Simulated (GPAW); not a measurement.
Equation of state of fcc Sr (space group 225): energy against volume (GPAW, PBE)

```
Sr
1.0
    0.00000     2.98595     2.98595
    2.98595     0.00000     2.98595
    2.98595     2.98595     0.00000
Sr
1
Direct
  0.00000   0.00000   0.00000
```

Level of theory: PBE, GPAW PAW datasets PBE (gpaw-data 1.0.1) (plane waves; GPAW 25.7.0). Settings: mode = pw; ecut = 585 eV; xc = PBE; kpts = 17 17 17; mesh shift (steps) = 0 0 0; occupations.name = fermi-dirac; occupations.width = 0.05 eV; nbands = -7; convergence.density = 1e-05 e/electron; symmetry.symmorphic = false; symmetry.tolerance = 0.0005; maxiter = 150. The cell above is the first row's. The rows scale it uniformly. In all rows the k mesh is held. E is the free energy at the stated smearing, counted from the lowest row.

```
V (Å^3/atom)  E (meV/atom)
------------  ------------
53.245                   ?
54.402                0.33
55.560                0.00
56.717                1.44
57.875                4.39
59.032                8.78
60.190               14.48
61.347               21.40
62.505               29.42
```

Question: Fit E against V with the third-order Birch-Murnaghan form, a cubic in V^(-2/3), and predict the withheld value at V = 53.245.

Answer: With u = V^(-2/3) - 0.0665, the rows have u = 0.0031504, 0.0021792, 0.0012420, 0.0003353, -0.0005409, -0.0013896, -0.0022108, -0.0030073. Least squares gives E = 5.889 - 4809.1·u + 984540·u² - 5996130·u³. Residuals (row less fit): 0.007, -0.022, 0.017, 0.003, 0.001, -0.009, 0.002, 0.001; standard error 0.015 (degrees of freedom: 4). Its minimum lies at u = 0.0024994, so V0 = (0.0689994)^(-3/2) = 55.17. There d²E/du² = 1879000 and d³E/du³ = -3.598e7, so B0 = (4/9) × 55.17^(-7/3) × 1879000 × 0.160218 = 11.5 GPa (the last factor turns the table's units into GPa), and B0' = 4 + (2/3) × 0.0689994 × (-3.598e7)/1879000 = 3.1. The program's pressures in the fitted runs (not shown) pass through zero at V = 55.04, 0.24 % from this V0. At the withheld row, u = 0.0041557, so E = 5.889 - 4809.1 × 0.0041557 + 984540 × 0.0041557² - 5996130 × 0.0041557³ = 2.476 meV/atom. The calculation gives 2.53 meV/atom, 0.054 meV/atom above the prediction (0.2 % of the range of E in the table). The row lies outside the fitted rows, so this is an extrapolation. From the scatter of the fitted rows alone, a prediction at this place has a standard error of 0.045 meV/atom, so the miss is 1.2 times that.

Carrying the step between the two nearest rows on in a straight line would have given 0.66, off by 1.87; series whose last step already gives the withheld value aren't shown. The scan was laid around a cell of about the measured size, scaled by a guess for this functional. Cutoffs and mesh are single choices, not tested for convergence of this quantity. Series with a scatter that would blur these digits, or in which a gap closes, are not shown. Nor are scans whose minimum lies at an end fitted in this form.
